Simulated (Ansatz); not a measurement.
The cell is made up: elements placed on another compound's structure type, so the phase may be hypothetical.

By PBEsol, the system below comes out a metal.

The ballistic (Sharvin) conductance counts the channels at the Fermi level: G/A = (e²/h) × channels of both spins per area.

Here is the system:

```
CELL_PARAMETERS angstrom
      3.22100     0.00000     0.00000
      1.61050     2.78947     0.00000
      0.00000     1.85965     5.87195
ATOMIC_POSITIONS crystal
  Sc 0.50000 0.00000 0.50000
  Rh 0.00000 0.00000 0.00000
  N  0.89609 0.20782 0.68828
  N  0.10391 0.79218 0.31172
```

Space group of this cell: R-3m. The cell was relaxed by PBE-D3(BJ); by PBEsol its mean pressure is -2.2 GPa.

The current flows along the normal of the first two printed cell vectors. No spin-orbit coupling; the value is a mean over 0.1 eV about the Fermi level.

### Question
Predict the ballistic conductance per area from PBEsol in Ansatz (an electronic-structure program).

### Answer
1.2 × 10¹⁵ S/m² for both spins.
